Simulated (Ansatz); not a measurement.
**LiGa₅O₈ (Pmna): band-edge transport data**

Here is the system:

```xyz
28
Lattice="5.8707 0.0000 0.0000 0.0000 5.7728 0.0000 0.0000 0.0000 8.1873" Properties=species:S:1:pos:R:3 pbc="T T T"
Li     2.9353     2.8864     0.0000
Li     0.0000     2.8864     4.0936
Ga     0.0000     4.3709     0.9485
Ga     0.0000     1.4019     7.2388
Ga     2.9353     1.4019     5.0421
Ga     2.9353     4.3709     3.1452
Ga     0.0000     0.0000     4.0936
Ga     2.9353     0.0000     0.0000
Ga     4.4030     1.5583     2.0468
Ga     1.4677     4.2145     6.1405
Ga     4.4030     4.2145     6.1405
Ga     1.4677     1.5583     2.0468
O      0.0000     5.6630     6.0845
O      0.0000     0.1098     2.1028
O      2.9353     0.1098     1.9909
O      2.9353     5.6630     6.1964
O      4.3279     1.3926     0.0943
O      1.5427     4.3802     8.0930
O      4.4781     4.3802     4.1880
O      1.3926     1.3926     3.9993
O      4.3279     4.3802     8.0930
O      1.5427     1.3926     0.0943
O      4.4781     1.3926     3.9993
O      1.3926     4.3802     4.1880
O      2.9353     2.8380     2.0812
O      2.9353     2.9348     6.1061
O      0.0000     2.9348     6.1748
O      0.0000     2.8380     2.0125
```

Computed with PBEsol, rigid bands (plane waves, PAW, scalar-relativistic; Ansatz, an electronic-structure program). Geometry: cell and atoms relaxed with PBEsol.

```yaml
band_gap: 2.51 eV
electron conductivity mass (300 K, dilute): 0.28 (x), 0.26 (y), 0.27 (z) mₑ
effective density of states N_c (300 K): 3.4e18 cm⁻³
density_of_states_mass_electrons: 0.26 mₑ
Seebeck coefficient, n-type 1e19 cm⁻³, 300 K: -142 μV/K
best n-type power factor at 300 K for τ = 10 fs (best axis; densities from 1e16 to 1e21 cm⁻³ tried, whether or not they can be reached): 2.1 μW/(cm·K²) at 1e19 cm⁻³
```

Rigid bands; masses and Seebeck coefficients take one relaxation time τ for all states and one kind of carrier; polarons and phonon drag are left out. Spin-orbit coupling is left out; where it splits the top of the valence band, N_v and the p-type Seebeck coefficient come out somewhat high without it.

Computed structure with no diffraction record at hand here (it may be known, metastable or hypothetical): LiGa5O8 (Pmna).
